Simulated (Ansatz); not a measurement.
Worked calculations on one periodic cell of amorphous Si24O47F2: Si24O47F2, 73 atoms, volume 1102.0 Å³, made by a melt-quench on the CHGNet potential and relaxed with DFT. O and F atoms were pushed apart under 1.9 Å during the dynamics, to hinder bonds among them. It is a model cell: composition and starting density were chosen by hand, and all elements were melted together. Cycles of charging were run to anneal it. Method: PBE, scalar-relativistic without spin-orbit coupling (plane waves to 420 eV, PAW; Ansatz, an electronic-structure program). Sampling: a 2×2×2 Γ-centred mesh; Fermi-Dirac width 0.02 eV; no spin polarisation. Its volume was held where the quench left it, its shape was free, and it stands at a mean pressure of 0.5 GPa with stress components up to 0.5 GPa; the relaxation ran on the zone centre alone. Its density went from a set 2.21 to 2.21 g/cm³. The cell is small and was quenched far faster than a real film, so it is one sample of the glass.

Count formal charges (Si +4, O -2, F -1). What does the count lead one to expect at the Fermi level, and what does the calculation give?

24 × (+4) + 47 × (-2) + 2 × (-1) = 0. The charges balance, so the anion-derived valence states can be full and a gap can open. On this mesh the highest filled and lowest empty level lie 5.13 eV apart, the PBE gap of this cell, with a localised state at one edge or both.

Four energies for an added electron at PBE on the zone centre alone (charged cells in a uniform background, spin-polarised): neutral at the neutral geometry -43620.976 eV; charged at the neutral geometry -43614.885 eV; charged and relaxed -43614.910 eV; neutral at the charged geometry -43620.945 eV.

Find the two relaxation energies and their sum, the reorganisation energy.

On charging: -43614.885 − (-43614.910) = 0.025 eV. On discharging: -43620.945 − (-43620.976) = 0.031 eV. The sum is 0.056 eV. The carrier's level spreads over 56 of the 73 atoms' worth, more than a fifth of the atoms or a third of the atoms of its main element (six at least), and the sum is small, so it counts as a band carrier, whose relaxation energy shrinks as the cell grows. PBE's self-interaction favours spread-out carriers, so a hybrid can localise more.

Four energies for a hole at PBE on the zone centre alone (charged cells in a uniform background, spin-polarised): neutral at the neutral geometry -43620.976 eV; charged at the neutral geometry -43621.791 eV; charged and relaxed -43621.831 eV; neutral at the charged geometry -43620.925 eV.

Find the two relaxation energies and their sum, the reorganisation energy.

On charging: -43621.791 − (-43621.831) = 0.040 eV. On discharging: -43620.925 − (-43620.976) = 0.051 eV. The sum is 0.091 eV. The carrier's level spreads over 26 of the 73 atoms' worth, more than a fifth of the atoms or a third of the atoms of its main element (six at least), and the sum is small, so it counts as a band carrier, whose relaxation energy shrinks as the cell grows. PBE's self-interaction favours spread-out carriers, so a hybrid can localise more.
